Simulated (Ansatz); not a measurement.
FeS₂ (space group Pa-3, No. 205; non-magnetic)

```
FeS2
1.0
    5.32355     0.00000     0.00000
    0.00000     5.32355     0.00000
    0.00000     0.00000     5.32355
Fe S
4 8
Direct
  0.00000   0.00000   0.00000
  0.50000   0.50000   0.00000
  0.00000   0.50000   0.50000
  0.50000   0.00000   0.50000
  0.38162   0.38162   0.38162
  0.88162   0.11838   0.61838
  0.61838   0.88162   0.11838
  0.11838   0.61838   0.88162
  0.61838   0.61838   0.61838
  0.11838   0.88162   0.38162
  0.38162   0.11838   0.88162
  0.88162   0.38162   0.11838
```

Computed with Ansatz (a quantum-chemistry and plane-wave program), PBEsol, PAW, cutoff 420 eV, without spin-orbit coupling. Settings: 5×5×5 k-points, 0.05 eV Fermi–Dirac smearing.

The volume per atom is 12.57 Å³ and the density comes out as 5.28 g/cm³. The band gap comes out as 0.24 eV, indirect, a point along ⟨100⟩, about 0.5 Å⁻¹ from Γ → Γ, the electron mass is 0.32 mₑ and the total energy is -2073.597 eV/atom (σ→0; compares only within this code and set-up).

Masses are band curvatures over ±0.01 Å⁻¹ around the edge. Stability against distortions was not tested. Starting moments died away, wholly or in part, for the base; another magnetic solution may exist. All final runs are without spin polarisation. The zero or small gap of FeS2 can change with the level of theory.
